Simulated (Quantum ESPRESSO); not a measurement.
**One base run on Si2Mo (I4/mmm, 3 atoms in the cell) and variants with one or two settings moved**

```xyz
3
Lattice="-1.5624 1.5624 3.8112 1.5624 -1.5624 3.8112 1.5624 1.5624 -3.8112" Properties=species:S:1:pos:R:3 pbc="T T T"
Si     0.0000     0.0000     5.0656
Si     0.0000     0.0000     2.5568
Mo     0.0000     0.0000     0.0000
```

Base run A: PBE, GBRV 1.5 ultrasoft (PBE) pseudopotentials (Quantum ESPRESSO), self-consistent single point.

Its settings: ecutwfc = 40 Ry; ecutrho = 320 Ry; occupations = smearing; smearing = cold; degauss = 0.0036749 Ry; potentials = {Si: si_pbe_v1.uspp.F.UPF, Mo: mo_pbe_v1.uspp.F.UPF}; K_POINTS = automatic 15 15 15 0 0 0; conv_thr = 1e-10 Ry; mixing_beta = 0.3.

The starting cell comes from a database of computed structures (which also holds hypothetical and non-ambient phases and stackings), without a prior relaxation at this level. Its lattice was rescaled by a random factor within 2.5 % of one. Spin polarisation is off. In the base run, with a pressure of about 23 GPa the cell is away from its equilibrium volume at this level.

ΔF is the free energy per atom less that of run A. A dash stands where there is no value to compare (another energy zero or no entropy term, no result, no spin, no clean gap, or a mesh too coarse for one). Absolute energies have different zeros for different potentials, functionals, Hubbard and dispersion terms and are not compared across them.

Runs B sample the zone with one or two k-points, far too few for so small a cell.

Runs:
- B: 2 x 2 x 1 supercell at the zone centre alone; K_POINTS: automatic 15 15 15 0 0 0 → automatic 1 1 1 0 0 0
- C: vdw_corr: default → grimme-d3; dftd3_version: default → 4; dftd3_threebody: default → false [PBE-D3(BJ)]
- D: conv_thr: 1e-10 Ry → 7.3e-14 Ry
- E: lattice scaled by 0.985; ecutwfc: 40 Ry → 24 Ry; ecutrho: 320 Ry → 192 Ry
- F: ecutrho: 320 Ry → 160 Ry
- G: pseudopotentials: {Si: si_pbe_v1.uspp.F.UPF, Mo: mo_pbe_v1.uspp.F.UPF} → {Si: si_lda_v1.uspp.F.UPF, Mo: mo_lda_v1.uspp.F.UPF} [LDA (PZ)]
- H: K_POINTS: automatic 15 15 15 0 0 0 → automatic 16 16 16 0 0 0
- I: startingwfc: default → atomic
- J: conv_thr: 1e-10 Ry → 1e-11 Ry
- K: occupations: smearing → tetrahedra_opt; smearing: cold → default; degauss: 0.0036749 Ry → default

```
run  ΔF (meV/atom)  pressure (GPa)  largest force (eV/Å)  k-points  valence electrons
---  -------------  --------------  --------------------  --------  -----------------
A             0.00           22.69                 0.296       288                 22
B             21.8           23.46                 1.403         1                 88
C                –           14.34                 0.291       288                 22
D             0.00           22.70                 0.296       288                 22
E            164.8           35.31                 0.433       288                 22
F            -1.49           22.81                 0.296       288                 22
G                –           13.25                 0.179       288                 22
H             0.05           22.69                 0.282       349                 22
I             0.00           22.69                 0.296       288                 22
J             0.00           22.70                 0.296       288                 22
K             0.21           22.70                 0.290       288                 22
```

Run D against A: The free energy is nearly the same (within 1 meV/atom), the pressure moves little (22.69 to 22.70 GPa) and the largest force stays at 0.296 eV/Å.

Run B against A: The free energy rises by 21.8 meV/atom, the pressure goes from 22.69 to 23.46 GPa and the largest force goes from 0.296 to 1.403 eV/Å.
